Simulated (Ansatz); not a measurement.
L1₂ (Cu3Au-type) Ni3Al

Calculation: r²SCAN (Ansatz, an electronic-structure program, PAW).

Run with plane-wave cutoff 560 eV, 16×16×16 k mesh, Fermi–Dirac smearing 0.05 eV, spin-polarised with parallel moments, scalar-relativistic PAW data made under PBE.

Cell: measured lattice: a = 3.567 Å, b = 3.567 Å, c = 3.567 Å, α = 90.00°, β = 90.00°, γ = 90.00°.

```json
{
  "band_gap": "zero (no gap)",
  "magnetic moment (largest site, within a sphere)": "0.37 μB"
}
```

Note: moments this small hang on the smearing and the k mesh; cell and atoms aren't relaxed at this level (pressure -6.4 GPa).

Moments are spin moments.

Computed values are for the static lattice.

The result took roughly 2.5 core-minutes.
